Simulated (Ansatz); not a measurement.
An Ansatz (a program for electronic structure) run: Ni2Si with a change (uniaxial strain ε_xx = +2.20 %); PBEsol (Ansatz), without spin-orbit coupling, earlier PAW set.

Input:

Ansatz 0.2 input:
```yaml
crystal:
  lattice:
    - [5.0249863026, 0, 0]
    - [0, 3.6982219886, 0]
    - [0, 0, 7.0079973803]
  atoms:
    - { symbol: Ni, position: [0.5421546539, 0.25, 0.7925528947] }
    - { symbol: Ni, position: [0.0421546539, 0.25, 0.7074471053] }
    - { symbol: Ni, position: [0.4578453461, 0.75, 0.2074471053] }
    - { symbol: Ni, position: [0.9578453461, 0.75, 0.2925528947] }
    - { symbol: Ni, position: [0.1714424144, 0.25, 0.0602894768] }
    - { symbol: Ni, position: [0.6714424144, 0.25, 0.4397105232] }
    - { symbol: Ni, position: [0.8285575856, 0.75, 0.9397105232] }
    - { symbol: Ni, position: [0.3285575856, 0.75, 0.5602894768] }
    - { symbol: Si, position: [0.7083625018, 0.25, 0.1134046635] }
    - { symbol: Si, position: [0.2083625018, 0.25, 0.3865953365] }
    - { symbol: Si, position: [0.2916374982, 0.75, 0.8865953365] }
    - { symbol: Si, position: [0.7916374982, 0.75, 0.6134046635] }
basis: { ecutwfc: 420, ecutrho_ratio: 4, xc_grid: 2, fft_grid_basis: typed }
kpoints: { mp_grid: { grid: [8, 10, 6] } }
hamiltonian:
  xc: pbesol
  dispersion: none
  pseudopotentials: { azcp: { folder: ./paw }, kind: paw }
scf: { occupations: { method: fermi_dirac, width: 0.05 }, convergence: { dr2_threshold: 0.0000000012 } }
relax: { f_tol: 0.005, max_steps: 50 }
output: { forces: true, stress: true }
checkpoint: { write: state.ck, write_every: 1000 }
```

Output (explanatory and most iteration lines left out):

```
Relaxation: its limit of steps is 50 (relax.max_steps)
Pseudopotential: Ni, paw, valence charge 18
Pseudopotential: Si, paw, valence charge 4
Crystal: 12 atoms, lattice volume = 130.233 Å³
Basis set: ecut = 420 eV, 2547 PW (Γ), exchange–correlation on 72×50×96 points (8 copies of the dense FFT grid, shifted against one another)
Bands: 96, of which v1, the nominal top of the filled ones, is band 80 counted from 1 (79 counted from 0)
Symmetry: 8 space group operations
Space group: Pnma (ITA 62), of the structure as read, at distance tolerance 5.1e-5 Å
k-points: 120 of 480
Functional: x = pbesol(κ = 0.804, μ = 0.12345679012345678), c = pbesol(β = 0.046)
SCF iter   1: F=—  HF=-48934.829473 eV  |F-HF|=—  |Δ(HF+E_count)|=         —  Δρ=6.59e-2  dr2=5.98e0  ethr=3.10e-3  ⟨swp⟩=6.0  Hψ=42070  notcnv=0  defer=31
SCF iter   2: F=—  HF=-48933.862471 eV  |F-HF|=—  |Δ(HF+E_count)|=   9.67e-1  Δρ=2.95e-2  dr2=1.68e0  ethr=3.10e-3  ⟨swp⟩=2.0  Hψ=14259  notcnv=0  defer=850
SCF 1 converged in 11 iterations: F = -48933.276524 eV  dr2 = 7.14e-10
relax step   1: F+E_penalty+E_count = -48933.27652361 eV  Δ(F+E_penalty+E_count) = +0.000e0 eV  max|allowed force component| = 1.576e-1 eV/Å  Δτ_max = 0.0000 Å  (11 SCF iters, accepted)
Crystal: 12 atoms, lattice volume = 130.233 Å³
SCF iter   1: F=—  HF=-48933.282513 eV  |F-HF|=—  |Δ(HF+E_count)|=         —  Δρ=7.01e-4  dr2=6.84e-4  ethr=4.28e-7  ⟨swp⟩=2.2  Hψ=34970  notcnv=0  defer=771
SCF iter   2: F=—  HF=-48933.282422 eV  |F-HF|=—  |Δ(HF+E_count)|=   9.17e-5  Δρ=3.68e-4  dr2=2.39e-4  ethr=4.27e-7  ⟨swp⟩=1.0  Hψ=10749  notcnv=0  defer=771
SCF 2 converged in 8 iterations: F = -48933.282346 eV  dr2 = 5.49e-10
relax step   2: F+E_penalty+E_count = -48933.28234568 eV  Δ(F+E_penalty+E_count) = -5.822e-3 eV  max|allowed force component| = 1.241e-1 eV/Å  Δτ_max = 0.0068 Å  (8 SCF iters, accepted)
Crystal: 12 atoms, lattice volume = 130.233 Å³
SCF iter   1: F=—  HF=-48933.293508 eV  |F-HF|=—  |Δ(HF+E_count)|=         —  Δρ=2.52e-3  dr2=1.01e-2  ethr=4.83e-5  ⟨swp⟩=4.6  Hψ=24745  notcnv=0  defer=794
SCF iter   2: F=—  HF=-48933.292158 eV  |F-HF|=—  |Δ(HF+E_count)|=   1.35e-3  Δρ=1.43e-3  dr2=4.05e-3  ethr=6.29e-6  ⟨swp⟩=1.0  Hψ=13320  notcnv=0  defer=794
SCF 3 converged in 9 iterations: F = -48933.291089 eV  dr2 = 9.05e-10
relax step   3: F+E_penalty+E_count = -48933.29108855 eV  Δ(F+E_penalty+E_count) = -8.743e-3 eV  max|allowed force component| = 1.730e-2 eV/Å  Δτ_max = 0.0237 Å  (9 SCF iters, accepted)
Crystal: 12 atoms, lattice volume = 130.233 Å³
SCF iter   1: F=—  HF=-48933.291466 eV  |F-HF|=—  |Δ(HF+E_count)|=         —  Δρ=8.18e-4  dr2=7.95e-4  ethr=1.20e-5  ⟨swp⟩=4.0  Hψ=22890  notcnv=0  defer=791
SCF iter   2: F=—  HF=-48933.291299 eV  |F-HF|=—  |Δ(HF+E_count)|=   1.67e-4  Δρ=4.66e-4  dr2=3.32e-4  ethr=4.97e-7  ⟨swp⟩=1.2  Hψ=13361  notcnv=0  defer=787
SCF 4 converged in 8 iterations: F = -48933.291182 eV  dr2 = 1.63e-10
relax step   4: F+E_penalty+E_count = -48933.29118222 eV  Δ(F+E_penalty+E_count) = -9.367e-5 eV  max|allowed force component| = 1.375e-2 eV/Å  Δτ_max = 0.0092 Å  (8 SCF iters, accepted)
Crystal: 12 atoms, lattice volume = 130.233 Å³
SCF iter   1: F=—  HF=-48933.291439 eV  |F-HF|=—  |Δ(HF+E_count)|=         —  Δρ=3.89e-4  dr2=1.78e-4  ethr=1.07e-6  ⟨swp⟩=4.1  Hψ=30651  notcnv=0  defer=787
SCF iter   2: F=—  HF=-48933.291416 eV  |F-HF|=—  |Δ(HF+E_count)|=   2.33e-5  Δρ=2.16e-4  dr2=6.88e-5  ethr=1.11e-7  ⟨swp⟩=1.0  Hψ=13320  notcnv=0  defer=787
SCF 5 converged in 7 iterations: F = -48933.291389 eV  dr2 = 8.99e-10
relax step   5: F+E_penalty+E_count = -48933.29138860 eV  Δ(F+E_penalty+E_count) = -2.064e-4 eV  max|allowed force component| = 5.907e-4 eV/Å  Δτ_max = 0.0041 Å  (7 SCF iters, accepted)
SCF converged after 7 iterations
[...]
E sigma→0 (E₀):  -48933.268304 eV
Entropy (-TS):   -0.046169 eV (-3.847 meV/atom)
Fermi energy:    17.061687 eV
--- Forces (eV/Å), atoms counted from 1 ---
  atom   1  Ni    -0.00012008     0.00000000    -0.00059068
  atom   2  Ni    -0.00012008    -0.00000000     0.00059068
  atom   3  Ni     0.00012008     0.00000000     0.00059068
  atom   4  Ni     0.00012008    -0.00000000    -0.00059068
  atom   5  Ni     0.00021752     0.00000000     0.00019331
  atom   6  Ni     0.00021752     0.00000000    -0.00019331
  atom   7  Ni    -0.00021752     0.00000000    -0.00019331
  atom   8  Ni    -0.00021752     0.00000000     0.00019331
  atom   9  Si     0.00023963     0.00000000    -0.00021473
  atom  10  Si     0.00023963     0.00000000     0.00021473
  atom  11  Si    -0.00023963     0.00000000     0.00021473
  atom  12  Si    -0.00023963     0.00000000    -0.00021473
--- Stress (GPa, compression-positive) ---
       -5.219045       0.000000      -0.000000
        0.000000      -3.396352       0.000000
       -0.000000       0.000000      -3.292393
  P = ⅓ Tr σ = -3.9693 GPa (-39.693 kbar)
--- Relaxed structure (5 steps of the walk, 5 accepted, 0 SCFs on fresh bases) ---
  atoms:
    - { symbol: Ni, position: [0.5401065940850321, 0.24999999999999997, 0.7954597556174123] }
    - { symbol: Ni, position: [0.04010659408503217, 0.24999999999999997, 0.7045402443825878] }
    - { symbol: Ni, position: [0.45989340591496763, 0.7499999999999999, 0.20454024438258783] }
    - { symbol: Ni, position: [0.9598934059149675, 0.7499999999999999, 0.2954597556174122] }
    - { symbol: Ni, position: [0.1690220287707585, 0.24999999999999997, 0.06072397521647173] }
    - { symbol: Ni, position: [0.6690220287707583, 0.24999999999999997, 0.4392760247835283] }
    - { symbol: Ni, position: [0.8309779712292413, 0.7499999999999999, 0.9392760247835283] }
    - { symbol: Ni, position: [0.3309779712292414, 0.7499999999999999, 0.5607239752164717] }
    - { symbol: Si, position: [0.7141268342468075, 0.24999999999999997, 0.11410807841583676] }
    - { symbol: Si, position: [0.21412683424680748, 0.24999999999999997, 0.3858919215841633] }
    - { symbol: Si, position: [0.28587316575319244, 0.7499999999999999, 0.8858919215841632] }
    - { symbol: Si, position: [0.7858731657531923, 0.7499999999999999, 0.6141080784158368] }
```

Without a gap, meshes like the base's 8×10×6 leave anisotropic stresses uncertain by several tenths of a GPa, and small strain energies with them. Stability against distortions was not tested. The final runs are not spin-polarised. The cell was made from Ni₂Si (space group Pnma, No. 62; non-magnetic) by this change: uniaxial strain ε_xx = +2.20 %.
